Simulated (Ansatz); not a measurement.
Results of dielectric-dependent PBEsol hybrid (plane waves, PAW; Ansatz, a first-principles code) for LiH (model structure, within 0.1 Å of P6₃/mmc, No. 194, 4 atoms in the cell).

Run with plane-wave cutoff 460 eV, 9×9×6 k mesh (along the axes of the cell as run), Fermi–Dirac smearing 0.01 eV, scalar-relativistic PAW data made under PBE.

The cell is the one relaxed with PBEsol. Conventional cell: a = 3.2333 Å, b = 3.2333 Å, c = 4.0437 Å, α = 90.00°, β = 90.00°, γ = 120.00°.

```xyz
4
Lattice="3.2333 0.0000 0.0000 -1.6166 2.8001 0.0000 0.0000 0.0000 4.0437" Properties=species:S:1:pos:R:3 pbc="T T T"
Li     1.6166     0.9334     0.2527
Li     0.0000     1.8667     2.2745
H      1.6166     0.9334     2.2755
H      0.0000     1.8667     0.2536
```

### Question
List the 3 lowest band energies at Γ above −25 eV (eV, relative to the valence band maximum), grouping those that round alike.

### Answer
At Γ: -6.11, 0.00, 4.65.

Note: the run warned that its exchange threshold was loose for the stress.

A model structure was made by putting elements into a prototype or built by hand; it is no filed structure, need not be a known phase, and can be a saddle point held by its symmetry.
